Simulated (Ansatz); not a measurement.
## Pressure series in MoS2

Consider MoS2 in the 3R-MoS2 type structure (space group R3m, No. 160; a = 3.116 Å, c = 17.356 Å (hexagonal axes); layered, stacked along the Cartesian z axis).

Cell and atoms are relaxed at each pressure.

Level of theory: PBEsol-D3(BJ), PAW, 420 eV (Ansatz, an electronic-structure program; scalar-relativistic without spin-orbit coupling).

Notes on the quantities. enthalpy: H = E + PV relative to the base's energy.

```
case              band gap  volume per atom       enthalpy
----------------  --------  ---------------  -------------
base               0.50 eV         16.21 Å³              –
pressure −1 GPa    0.58 eV         16.48 Å³  -0.10 eV/atom
pressure 3 GPa     0.33 eV         15.61 Å³  +0.30 eV/atom
pressure 7 GPa         [?]              [?]  +0.68 eV/atom
pressure 15 GPa       zero         14.20 Å³  +1.41 eV/atom
pressure 30 GPa       zero         13.14 Å³  +2.68 eV/atom
pressure 50 GPa       zero              [?]  +4.26 eV/atom
pressure 75 GPa       zero              [?]  +6.09 eV/atom
pressure 100 GPa      zero         10.66 Å³  +7.80 eV/atom
```

Question: Complete the table.

Answer: 
- pressure 7 GPa, band gap: 0.15 eV
- pressure 7 GPa, volume per atom: 15.03 Å³
- pressure 50 GPa, volume per atom: 12.17 Å³
- pressure 75 GPa, volume per atom: 11.30 Å³

A case with no gap was solved on a k-mesh chosen for an insulator, which is coarse for it. Load acts through the strain it causes; cell and atoms are relaxed under it. No phonon test of stability was made. Competing high-pressure phases were not computed. All final runs are without spin polarisation. A zero or small gap of MoS2 under pressure 7 GPa, MoS2 under pressure 15 GPa and MoS2 under pressure 30 GPa can be the functional's error rather than a property of the material.
